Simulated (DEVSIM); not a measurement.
Schottky contact on n-type GaP

System: Schottky contact on n-type GaP, at 300 K.

```csv
layer (left to right),material,thickness (μm),Nd (cm⁻³),τn (s),τp (s)
1,GaP,0.600,1.1e16,2.6e-6,2.6e-6
2,GaP,0.670,6.2e17,2.6e-6,2.6e-6
```

Left contact: Schottky, work function 4.88 eV, emission velocity 1.6e6 cm/s. Right contact: ohmic. Voltage is applied to the left contact. Recombination: SRH at mid-gap, radiative. Mobility is μmin + (μ − μmin)/(1 + (N/Nref)^α).

Constants are typed, rounded textbook-type inputs, not results; the design itself was drawn at random and stands for no fabricated device. Values at 300 K.

```csv
parameter,GaP
gap (eV),2.26
affinity (eV),3.8
permittivity,11.1
Nc (cm⁻³),1.8e19
Nv (cm⁻³),1.9e19
μn (cm²/Vs),250
μp (cm²/Vs),150
"μn,min",10
"μp,min",10
"Nref,n",4.4e18
"Nref,p",1e18
αn,0.8
αp,0.85
B (cm³/s),1e-13
```

Model (solved in DEVSIM): 1D drift-diffusion, Boltzmann statistics, complete ionisation; no tunnelling, impact ionisation, image-force lowering or self-heating. Metal contacts follow the ideal Schottky-Mott rule: no Fermi-level pinning, no interface dipoles.

| Quantity | Result |
|---|---|
| Potential step across the device at zero bias | 0.993 V |
| Dark forward voltage at 1 A/cm² | 0.690 V |
| Dark forward voltage at 100 A/cm² | 0.828 V |

Small-signal capacitance in reverse bias (quasi-static):

| V (V) | C (nF/cm²) |
|---|---|
| -0.4 | 26.2 |
| -1 | 21.6 |
| -2 | 18.1 |
| -3 | 16.9 |
| -4 | 16.5 |
| -6 | 16.3 |
| -8 | 16.1 |
| -10 | 16.0 |
| -13 | 15.9 |
| -16 | 15.8 |
| -20 | 15.6 |

Dark reverse current:

```tsv
V (V)	J (A/cm²)
-0.40	-3.0e-12
-1.00	-3.1e-12
-2.00	-3.1e-12
-3.00	-3.1e-12
-4.00	-3.2e-12
-6.00	-3.2e-12
-8.00	-3.2e-12
-10.00	-3.2e-12
-13.00	-3.2e-12
-16.00	-3.3e-12
-20.00	-3.3e-12
```
